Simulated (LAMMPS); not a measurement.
Consider a melt made from ZnSe (zinc blende), 4096 atoms, at 1440 K and 0 GPa, brought to that temperature within a few picoseconds in molecular dynamics.

Computed with classical MD, pair style sw, file CdTeZnSeHgS0.sw; code LAMMPS.

| frequency (THz) | spectral density (1/THz), total | spectral density (1/THz), Se | spectral density (1/THz), Zn |
|---|---|---|---|
| 0.07450 | 0.0093 | 0.0049 | 0.0044 |
| 0.3735 | 0.0213 | 0.0115 | 0.0097 |
| 0.6720 | 0.0424 | 0.0230 | 0.0194 |
| 0.9705 | 0.0696 | 0.0379 | 0.0317 |
| 1.269 | 0.0977 | 0.0539 | 0.0439 |
| 1.567 | 0.1269 | 0.0699 | 0.0569 |
| 1.867 | 0.1558 | 0.0865 | 0.0694 |
| 2.165 | 0.1754 | 0.0967 | 0.0787 |
| 2.463 | 0.1744 | 0.0956 | 0.0788 |
| 2.763 | 0.1495 | 0.0826 | 0.0669 |
| 3.061 | 0.1138 | 0.0626 | 0.0511 |
| 3.360 | 0.0812 | 0.0440 | 0.0372 |
| 3.658 | 0.0606 | 0.0322 | 0.0284 |
| 3.957 | 0.0563 | 0.0302 | 0.0261 |
| 4.255 | 0.0603 | 0.0328 | 0.0276 |
| 4.553 | 0.0680 | 0.0368 | 0.0312 |
| 4.852 | 0.0778 | 0.0424 | 0.0355 |
| 5.151 | 0.0846 | 0.0460 | 0.0386 |
| 5.450 | 0.0868 | 0.0457 | 0.0411 |
| 5.748 | 0.0882 | 0.0437 | 0.0445 |
| 6.047 | 0.0905 | 0.0430 | 0.0475 |
| 6.345 | 0.0955 | 0.0450 | 0.0505 |
| 6.644 | 0.1050 | 0.0493 | 0.0557 |
| 6.943 | 0.1143 | 0.0541 | 0.0602 |
| 7.242 | 0.1233 | 0.0598 | 0.0636 |
| 7.540 | 0.1341 | 0.0660 | 0.0681 |
| 7.838 | 0.1499 | 0.0736 | 0.0763 |
| 8.137 | 0.1682 | 0.0827 | 0.0855 |
| 8.436 | 0.1684 | 0.0837 | 0.0847 |
| 8.735 | 0.1345 | 0.0681 | 0.0664 |
| 9.033 | 0.0870 | 0.0456 | 0.0413 |
| 9.332 | 0.0512 | 0.0283 | 0.0229 |
| 9.630 | 0.0305 | 0.0174 | 0.0131 |
| 9.928 | 0.0197 | 0.0114 | 0.0083 |
| 10.23 | 0.0137 | 0.0080 | 0.0057 |
| 10.53 | 0.0102 | 0.0060 | 0.0042 |
| 10.82 | 0.0079 | 0.0047 | 0.0032 |
| 11.12 | 0.0062 | 0.0037 | 0.0024 |
| 11.42 | 0.0050 | 0.0030 | 0.0020 |
| 11.72 | 0.0042 | 0.0025 | 0.0017 |
| 12.02 | 0.0036 | 0.0021 | 0.0015 |
| 12.32 | 0.0032 | 0.0018 | 0.0014 |
| 12.62 | 0.0028 | 0.0016 | 0.0012 |
| 12.91 | 0.0025 | 0.0014 | 0.0011 |
| 13.21 | 0.0023 | 0.0013 | 0.0010 |
| 13.51 | 0.0021 | 0.0012 | 0.0009 |
| 13.81 | 0.0019 | 0.0011 | 0.0009 |
| 14.11 | 0.0017 | 0.0009 | 0.0008 |
| 14.41 | 0.0015 | 0.0008 | 0.0007 |
| 14.71 | 0.0014 | 0.0007 | 0.0006 |

Main features:
- state found: liquid
- mean frequency of the velocity spectrum: 5.3 THz

Caution: enthalpy drifts during the constant-pressure average: a transition or slow ageing; fluctuation values are void. Caution: this liquid lies under the melting point of about 2190 K that CdTeZnSeHgS0.sw gives, so it is undercooled.
